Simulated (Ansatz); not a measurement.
# Pressure series in ZrB2

The reference is ZrB2 (space group P6/mmm, No. 191; a = 3.1551 Å, c = 3.5060 Å).

Cell and atoms are relaxed at each pressure.

All numbers come from PBEsol, PAW, 420 eV (Ansatz, a program for electronic structure; without spin-orbit coupling).

Two rows of this table had their results exchanged by mistake.

```tsv
pressure	volume per atom (Å³)	shortest distance (Å)	band gap
pressure −2 GPa	10.16	1.826	zero
pressure −1 GPa	10.12	1.824	zero
pressure 0.9 GPa	10.04	1.820	zero
pressure 2.1 GPa	9.99	1.817	zero
pressure 4.5 GPa	9.90	1.812	zero
pressure 9 GPa	9.74	1.802	zero
pressure 15 GPa	9.13	1.765	zero
pressure 22.5 GPa	9.32	1.777	zero
pressure 30 GPa	9.55	1.791	zero
```

Question: Which two?

Answer: The rows for pressure 15 GPa and pressure 30 GPa: the volume has to fall steadily with pressure, so 9.55 Å³ belongs to pressure 15 GPa and 9.13 Å³ to pressure 30 GPa.

Load acts through the strain it causes; cell and atoms are relaxed under it. No phonon test of stability was made. No other phases were tried under pressure. The final runs are not spin-polarised.
